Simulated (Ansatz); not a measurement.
Worked example: zone-centre phonon calculation of Ti3Al (P6_3/mmc, 8 atoms in the cell) in Ansatz (an electronic-structure program).

Method of the run: PBE (plane waves, PAW; Ansatz).

```
CELL_PARAMETERS angstrom
      5.73965     0.00000     0.00000
     -2.86983     4.97068     0.00000
      0.00000     0.00000     4.62407
ATOMIC_POSITIONS crystal
  Ti 0.82990 0.65980 0.25000
  Ti 0.17010 0.34020 0.75000
  Ti 0.17010 0.82990 0.75000
  Ti 0.82990 0.17010 0.25000
  Ti 0.34020 0.17010 0.25000
  Ti 0.65980 0.82990 0.75000
  Al 0.33333 0.66667 0.25000
  Al 0.66667 0.33333 0.75000
```

Reference input (self-consistent single point, DFT, PBE, plane waves, default PAW files): kpoints.mp_grid.grid = 5 5 5; hamiltonian.xc = pbe; hamiltonian.pseudopotentials = {kind: paw} (the program's default PAW files); scf.occupations.method = cold; scf.occupations.width = 0.272 eV. This run's input differs from it in these lines:

```diff
@@ -26,6 +26,4 @@
     width: 0.272
-output:
-  forces: true
-  eigenvalues: true
-  stress: true
+phonons:
+  method: dfpt
```

Output (repeated stretches shortened):

```
SCF iter   1: F=—  HF=-16075.179091 eV  |F-HF|=—  |Δ(HF+E_count)|=         —  Δρ=4.44e-3  dr2=1.50e-2  ethr=1.77e-3  ⟨swp⟩=5.7  Hψ=10796  notcnv=0
all-band conjugate gradients solve this SCF's bands
automatic band count: the SCF goes on with 55 bands, as 47 were too few: they end inside the smearing window of the response
preconditioner: auto → Kerker (q_TF=auto, 2.499 Å⁻¹)
   [... lines left out ...]
SCF iter   7: F=—  HF=-16075.177373 eV  |F-HF|=—  |Δ(HF+E_count)|=   3.66e-8  S|Δr|=    0.00e0  Δρ=1.51e-6  dr2=2.31e-9  ethr=1.28e-10  ⟨swp⟩=2.0  Hψ=1814  notcnv=0
SCF iter   8: F=—  HF=-16075.177373 eV  |F-HF|=—  |Δ(HF+E_count)|=  6.08e-10  S|Δr|=    0.00e0  Δρ=3.11e-7  dr2=1.05e-10  ethr=2.96e-12  ⟨swp⟩=2.3  Hψ=2075  notcnv=0
SCF iter   9: F=-16075.177373 eV  HF=-16075.177373 eV  |F-HF|=3.64e-12  |Δ(HF+E_count)|=  2.55e-11  S|Δr|=    0.00e0  Δρ=6.11e-8  dr2=7.43e-12  ethr=1.00e-12  ⟨swp⟩=9.3  Hψ=6172  notcnv=0
SCF 1 converged in 9 iterations: F = -16075.177373 eV  dr2 = 7.43e-12
DFPT response loops at Γ: preconditioner auto → Kerker (q_TF=auto, 2.499 Å⁻¹) (partly filled bands, converged f_vac=0.000) …
Stability not checked (fill_not_monotonic)
Free energy (F): -16075.177373 eV
Internal energy: -16075.296933 eV  (E = F + TS)
E sigma→0 (E₀):  -16075.217227 eV
Entropy (-TS):   0.119560 eV (14.945 meV/atom)
Fermi energy:    12.308127 eV
   [... lines left out ...]
  ASR residual per site (eV/Å²): 5.23e-5 5.23e-5 5.23e-5 5.23e-5 5.23e-5 5.23e-5 1.11e-4 1.11e-4
  Γ frequencies (cm⁻¹): 0.00 0.00 0.00 143.80 143.80 161.89 161.89 166.42 166.42 178.81 186.10 222.30 222.30 253.05 253.05 258.10 266.22 277.57 295.90 297.87 301.44 301.44 312.90 312.90
  non-analytic LO–TO correction: not included (Born effective charges unavailable; polar crystals: no LO–TO splitting at Γ)
```

The run converged in 9 iterations. 

Summary of the result:
| Quantity | Value |
|---|---|
| Free energy E − TS (on the zero of these files) | -16075.1774 eV |
| Fermi level (on the code's own zero) | 12.31 eV |
| Zone-centre frequencies (cm⁻¹; negative means imaginary) | 0, 0, 0, 144, 144, 162, 162, 166, 166, 179, 186, 222, 222, 253, 253, 258, 266, 278, 296, 298, 301, 301, 313, 313 |

The starting cell comes from a database of computed structures (which also holds hypothetical and non-ambient phases and stackings), without a prior relaxation at this level. Its lattice was rescaled by a random factor within 2.5 % of one. Spin polarisation is off.

Cost on one core of a shared machine: roughly 90 s.

Keys are those of Ansatz 0.2.
